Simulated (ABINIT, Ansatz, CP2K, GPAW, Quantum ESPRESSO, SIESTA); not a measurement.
One structure in several programs: Sr (Fm-3m, 1 atom in the cell)

Self-consistent single point.

```
CELL_PARAMETERS angstrom
      0.00000     3.03361     3.03361
      3.03361     0.00000     3.03361
      3.03361     3.03361     0.00000
ATOMIC_POSITIONS crystal
  Sr 0.00000 0.00000 0.00000
```

Shared settings, as Ansatz (a program for electronic structure) writes them: kpoints.mp_grid.grid = 8 8 8; scf.occupations.method = fermi_dirac; scf.occupations.width = 0.1 eV. Potentials and cutoffs stand in the table.

| code | model | pressure (GPa) | cutoff |
|---|---|---|---|
| SIESTA | GGA PBEsol, numerical atomic orbitals DZP, PseudoDojo PBEsol standard norm-conserving potentials (rewritten from UPF to PSML) | 2.26 | grid 350 Ry |
| CP2K | PBEsol, GPW, DZVP-MOLOPT-SR-GTH basis, GTH-PBE potentials (GTH_POTENTIALS) | -0.42 | grid 500 Ry |
| Quantum ESPRESSO | PBEsol, PSlibrary PAW (PBE) pseudopotentials | -0.78 | 45 Ry |
| GPAW | PBEsol, GPAW PAW datasets PBEsol (made by gpaw-setup) | -0.73 | 550 eV |
| Ansatz | PBEsol, PAW files made with PBE | -0.75 | default |
| ABINIT | PBEsol, norm-conserving pseudopotentials (PseudoDojo nc-sr-04 PBEsol standard) | -0.76 | 925 eV |

The spread over the programs that give each value: pressure within 3.04 GPa.

SIESTA and CP2K use small atom-centred bases, whose incompleteness enters pressures, forces and empty levels differently from a plane-wave cutoff. Ansatz's pressure is given at a fixed set of plane waves, as the other plane-wave codes print theirs. In the pressure, SIESTA (by 3.02) lies more than 1 GPa from the median of the plane-wave programs.

The starting cell comes from a database of computed structures (which also holds hypothetical and non-ambient phases and stackings), without a prior relaxation at this level.

Left out of this page: Elk and FLEUR (not drawn, or without a comparable value).

Keys are those of Ansatz 0.2.
